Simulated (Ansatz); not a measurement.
Base system: MoS₂ in the 2H-MoS2 type structure (space group P6_3/mmc, No. 194; a = 3.1730 Å, c = 12.4366 Å; layered, stacked along the Cartesian z axis).

All numbers come from Ansatz (a quantum-chemistry and plane-wave program), r2SCAN+rVV10, PAW, cutoff 500 eV, scalar-relativistic without spin-orbit coupling.

Before the change:

The volume per atom is 18.07 Å³ and the c/a ratio is 3.920. The band gap is 1.01 eV.

Modification: a hydrostatic pressure of 18 GPa.

Estimate the effect on the volume per atom.

The volume per atom falls by 3.046 Å³ (18.07 Å³ → 15.03 Å³).

Predict the new c/a ratio.

The c/a ratio drops by 0.267 (3.920 → 3.653).

What happens to the band gap?

The band gap drops by 0.75 eV (1.01 eV → 0.26 eV).

Load acts through the strain it causes; cell and atoms are relaxed under it. Stability against distortions was not tested. No other phases were tried under pressure. The zero or small gap of MoS2 under pressure 18 GPa can change with the level of theory.
